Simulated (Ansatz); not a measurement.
Base system: AlN in the zinc blende structure (space group F-43m, No. 216; a = 4.3698 Å). Axes: x, y, z lie along the cube axes.

Structures relaxed with DFT with r2SCAN, PAW potentials and a 500 eV plane-wave cutoff in Ansatz (a program for electronic structure), spin-orbit coupling left out.

Base:

Simulated powder pattern, Cu Kα, λ = 1.54184 Å (kinematic, ideal powder, no thermal factors, no anomalous dispersion; the 10 strongest lines at most, above 2 %, up to 2θ = 90°):

```csv
2θ (°),I/Imax (%),hkl
35.59,100,(111)
41.32,11,(200)
59.87,49,(220)
71.62,33,(311)
75.34,3.5,(222)
89.77,7.3,(400)
```

After one change:

Simulated powder pattern, Cu Kα, λ = 1.54184 Å (kinematic, ideal powder, no thermal factors, no anomalous dispersion; the 10 strongest lines at most, above 2 %, up to 2θ = 90°):

| 2θ (°) | I/Imax (%) |
|---|---|
| 35.07 | 100 |
| 35.79 | 33 |
| 40.93 | 14 |
| 58.79 | 34 |
| 59.75 | 32 |
| 70.33 | 11 |
| 70.77 | 23 |
| 71.65 | 10 |
| 74.11 | 3.5 |
| 88.74 | 9.7 |

Name the change that was made.
(A) biaxial strain +0.83 %, plane normal [111], relaxed out of plane
(B) biaxial strain +2.50 %, plane normal [111], relaxed out of plane
(C) biaxial strain +1.25 %, plane normal [111], relaxed out of plane
(D) biaxial strain +1.67 %, plane normal [111], relaxed out of plane

D, biaxial strain +1.67 %, plane normal [111], relaxed out of plane. Its volume per atom is 10.72 Å³ against 10.43 Å³, and its space group is R3m (No. 160).

Whether these cells are dynamically stable was not tested. This is not the structure that AlN has at room temperature and ambient pressure.
